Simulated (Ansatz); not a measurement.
**A computed series for hypothetical Pm-3n Ge: pressure series**

Take Ge (space group Pm-3n, No. 223; a = 5.3226 Å; a hypothetical phase, not in the database extracts checked) as the base.

Cell and atoms are relaxed at each pressure.

Level of theory: PBEsol in Ansatz (plane waves to 420 eV, PAW, no spin-orbit coupling).

```json
[
 {"variant": "base", "density": "6.40 g/cm³", "shortest interatomic distance": "2.661 Å"},
 {"variant": "pressure −2 GPa", "density": "6.21 g/cm³", "shortest interatomic distance": "2.688 Å"},
 {"variant": "pressure −1 GPa", "density": "6.31 g/cm³", "shortest interatomic distance": "2.674 Å"},
 {"variant": "pressure 0.3 GPa", "density": "6.43 g/cm³", "shortest interatomic distance": "2.658 Å"},
 {"variant": "pressure 0.7 GPa", "density": "6.46 g/cm³", "shortest interatomic distance": "2.653 Å"},
 {"variant": "pressure 1.5 GPa", "density": "6.53 g/cm³", "shortest interatomic distance": "2.644 Å"},
 {"variant": "pressure 3 GPa", "density": "6.65 g/cm³", "shortest interatomic distance": "2.627 Å"},
 {"variant": "pressure 5 GPa", "density": "6.81 g/cm³", "shortest interatomic distance": "2.607 Å"},
 {"variant": "pressure 7.5 GPa", "density": "6.98 g/cm³", "shortest interatomic distance": "2.585 Å"},
 {"variant": "pressure 10 GPa", "density": "7.15 g/cm³", "shortest interatomic distance": "2.565 Å"}
]
```

Load acts through the strain it causes; cell and atoms are relaxed under it. Whether these cells are dynamically stable was not tested. No other phases were tried under pressure.

Ansatz is a program for electronic structure.
